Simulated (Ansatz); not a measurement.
Start from GaSb in the zinc blende structure (space group F-43m, No. 216; a = 6.1324 Å). Axes: x, y, z lie along the cube axes.

The values are results of r2SCAN/PAW in Ansatz (a first-principles code), scalar-relativistic without spin-orbit coupling, not measurements.

Strains are applied to the cell and any free atomic positions relax; under biaxial strain the out-of-plane vector relaxes too.

One change was made to it. Results:

The pressure (mean of the normal stresses, compression positive) grows by 3.1 kbar (0.1 kbar → 3.2 kbar); the volume per atom decreases by 0.164 Å³ (28.83 Å³ → 28.66 Å³); the electron mass becomes 0.027 mₑ out of plane, 0.024 mₑ in plane (at Γ) (base: 0.023 mₑ (at Γ)); the valence-band top at Γ (three highest levels, from the VBM) becomes 0.00, 0.00, -0.06 eV (base: 0.00, 0.00, 0.00 eV); the energy grows by 0.4 meV/atom.

What was done to the base?
A. biaxial strain −2.50 %, plane normal [001], relaxed out of plane
B. biaxial strain −1.50 %, plane normal [001], relaxed out of plane
C. biaxial strain −2.00 %, plane normal [001], relaxed out of plane
D. biaxial strain −0.50 %, plane normal [001], relaxed out of plane

D, biaxial strain −0.50 %, plane normal [001], relaxed out of plane. For comparison, the electron mass in the other runs: biaxial strain −2.00 %, plane normal [001], relaxed out of plane gives 0.037 mₑ out of plane, 0.028 mₑ in plane (at Γ); biaxial strain −2.50 %, plane normal [001], relaxed out of plane gives 0.040 mₑ out of plane, 0.029 mₑ in plane (at Γ); biaxial strain −1.50 %, plane normal [001], relaxed out of plane gives 0.033 mₑ out of plane, 0.027 mₑ in plane (at Γ).

Spin-orbit coupling, missing from the scalar runs, can matter with Sb. The levels and masses belong to the bands next to the band gap. Effective masses come from finite differences of ±0.01 Å⁻¹. No phonon test of stability was made.
